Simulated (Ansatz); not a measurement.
**Zone-centre TO phonon frequency of CsCl-type RuAl at several levels of theory**

No measured value is used here.

```
level (code)           value (cm⁻¹)  cell (Å³/atom)
---------------------  ------------  --------------
LDA (Ansatz)                    325           12.88
PBE (Ansatz)                    307           13.55
r²SCAN+rVV10 (Ansatz)           328           13.18
```

Each level is taken at its own relaxed cell. Cutoffs differ between the levels. Ansatz's density-functional and Hartree–Fock values are scalar-relativistic unless marked +SOC, with PAW data made under PBE.

Ansatz is an electronic-structure program.
